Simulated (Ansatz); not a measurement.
# Mg (model structure, started from the diamond type, Fd-3m, No. 227, 2 atoms in the cell)

These are PBEsol (Ansatz, a first-principles code, plane waves, PAW) values and carry that method's errors.

Numerical settings: plane-wave cutoff 520 eV, 16×16×16 k mesh, Fermi–Dirac smearing 0.05 eV, scalar-relativistic PAW data made under PBE.

Cell (relaxed at this level):

```yaml
crystal:
  lattice:
    - [0.00000, 3.38777, 3.38777]
    - [3.38777, 0.00000, 3.38777]
    - [3.38777, 3.38777, 0.00000]
  atoms:
    - { symbol: Mg, position: [0.25000, 0.25000, 0.25000] }
    - { symbol: Mg, position: [0.00000, 0.00000, 0.00000] }
```

```yaml
band_gap: none
bulk_modulus: 12.2 GPa
```

Note: the bulk modulus is −V dP/dV from two relaxed cells at ±2 % in volume; the relaxation could raise the start's symmetry but not lower it, so the cell can be a saddle point.

Static lattice: no zero-point or thermal effects.

A model structure was made by putting elements into a prototype or built by hand; it is no filed structure, need not be a known phase, and can be a saddle point held by its symmetry.
